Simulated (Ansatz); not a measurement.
# Effective masses and thermopower of La2O3 (P-3m1)

Given:

```
La2O3
1.0
    3.90609     0.00000     0.00000
   -1.95304     3.38277     0.00000
    0.00000     0.00000     6.04018
La O
2 3
Cartesian
  1.95304   1.12759   4.55810
  0.00000   2.25518   1.48208
  1.95304   1.12759   2.13805
  0.00000   2.25518   3.90213
  0.00000   0.00000   0.00000
```

Calculation: PBEsol, rigid bands (plane waves, PAW, scalar-relativistic; Ansatz, a quantum-chemistry and plane-wave program). Cell: cell and atoms relaxed with PBEsol.

```
Quantity                                                              Value
--------------------------------------------  -----------------------------
band gap                                                            3.77 eV
electron conductivity mass (300 K, dilute)    2.4 (x), 2.4 (y), 1.08 (z) mₑ
hole conductivity mass (300 K, dilute)        3.2 (x), 3.2 (y), 1.31 (z) mₑ
effective density of states N_c (300 K)                         2.0e20 cm⁻³
effective density of states N_v (300 K)                         6.9e20 cm⁻³
density-of-states mass, electrons                                    4.0 mₑ
density-of-states mass, holes                                        9.1 mₑ
Seebeck coefficient, n-type 1e19 cm⁻³, 300 K                      -495 μV/K
Seebeck coefficient, p-type 1e19 cm⁻³, 300 K                       556 μV/K
```

Rigid bands; masses and Seebeck coefficients take one relaxation time τ for all states and one kind of carrier; polarons and phonon drag are left out. Spin-orbit coupling is left out; where it splits the top of the valence band, N_v and the p-type Seebeck coefficient come out somewhat high without it.
